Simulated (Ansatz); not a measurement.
MgCdTe2 (R3m, No. 160, 4 atoms in the cell; start mp-1222019) was calculated with HSE06 in Ansatz (PAW).

Numerical settings: plane-wave cutoff 500 eV, 6×6×6 k mesh, gaussian smearing 0.02 eV, scalar-relativistic PAW data made under PBE.

Cell (relaxed at this level):

CdMgTe₂ has the trigonal space group R3m, hexagonal axes (No. 160), Pearson symbol hR4. Lattice parameters: a = b = 4.6117 Å, c = 22.5082 Å, α = β = 90.00°, γ = 120.00°. Mg on 3a sees 4 Te at 2.801–2.805 Å (tetrahedral). Cd on 3a sees 4 Te at 2.836–2.841 Å (tetrahedral). Te1 on 3a sees 3 Mg at 2.805 Å and 1 Cd at 2.841 Å (tetrahedral). Te2 on 3a has 1 Mg at 2.801 Å and 3 Cd at 2.836 Å (tetrahedral). (Neighbours: up to the widest gap in distance over summed covalent radii, below 1.35, at either atom; cation-cation and far metal-metal contacts left out.)
(The calculation used a cell of 4 atoms; values per cell refer to that cell.)

**Question.** Predict the band gap.

**Answer.** 
* **band gap**: 2.16 eV (on the SCF k mesh)

Note: the relaxation could not lower the start's symmetry, so the cell can be a saddle point above a distorted one.

Spin–orbit coupling is not included; with these elements it can move the gap by several tenths of an eV or more.

It cost very roughly 30 core-minutes of CPU time.

A start named mp-… is a Materials Project structure, which need not be a measured phase.

Ansatz is a program for electronic structure.
